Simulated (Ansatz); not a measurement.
Base system: SnO$_{2}$ in the rutile structure (space group P4_2/mnm, No. 136).

```yaml
crystal:
  lattice:
    - [4.82757, 0.00000, 0.00000]
    - [0.00000, 4.82757, 0.00000]
    - [0.00000, 0.00000, 3.23813]
  atoms:
    - { symbol: Sn, position: [0.00000, 0.00000, 0.00000] }
    - { symbol: Sn, position: [0.50000, 0.50000, 0.50000] }
    - { symbol: O, position: [0.30658, 0.30658, 0.00000] }
    - { symbol: O, position: [0.80658, 0.19342, 0.50000] }
    - { symbol: O, position: [0.19342, 0.80658, 0.50000] }
    - { symbol: O, position: [0.69342, 0.69342, 0.00000] }
```

Cartesian axes are those of the cell as printed.

All numbers come from PBE (Ansatz, a first-principles code, PAW, spin-orbit coupling left out).

Before the change:

| Quantity | Value |
|---|---|
| Pressure | 0.00 GPa |
| Electron mass | 0.16 mₑ along c, 0.17 mₑ across (at Γ) |

Perturbation: uniaxial strain ε_zz = +0.60 %, all other strain components held at zero, atoms relaxed at fixed cell.

**Question.** How does this affect the energy relative to the base, pressure and electron mass?

**Answer.** The energy goes up by 0.5 meV/atom; the pressure (mean of the normal stresses, compression positive) goes from zero to -1.24 GPa; the electron mass changes from 0.16 mₑ along c, 0.17 mₑ across (at Γ) to 0.15 mₑ along z, 0.16 mₑ across (at Γ).

The levels and masses belong to the bands next to the band gap. Masses are band curvatures over ±0.01 Å⁻¹ around the edge. No phonon test of stability was made.
